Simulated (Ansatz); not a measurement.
The parent structure is Cu in the fcc (Cu type) structure (space group Fm-3m, No. 225; relaxed with 0.1 eV smearing).

```xyz
1
Lattice="0.0000 1.7592 1.7592 1.7592 0.0000 1.7592 1.7592 1.7592 0.0000" Properties=species:S:1:pos:R:3 pbc="T T T"
Cu     0.0000     0.0000     0.0000
```

Cartesian axes are those of the cell as printed.

Level of theory: LDA (Ansatz, an electronic-structure program, PAW, no spin-orbit coupling).

Now apply this change: an isotropic linear strain of +1.00 %; the atoms relax in the strained cell.

### Question
Predict the stress tensor and what it implies for the stiffness.

### Answer
Stress of the strained cell less that of the base (GPa, compression positive):
```
   -5.2     0.0     0.0
    0.0    -5.2     0.0
    0.0     0.0    -5.2
```

Then B = −ΔP/(ΔV/V₀) with ΔV/V₀ = 0.0303 gives secant stiffness values (nonlinear terms included at this strain): B ≈ 173 GPa.

As a check, the harmonic strain energy −½ V₀ Δσ:ε is 5.3 meV/atom; the computed energy rise is 5.6 meV/atom.

Whether these cells are dynamically stable was not tested. All final runs are without spin polarisation.
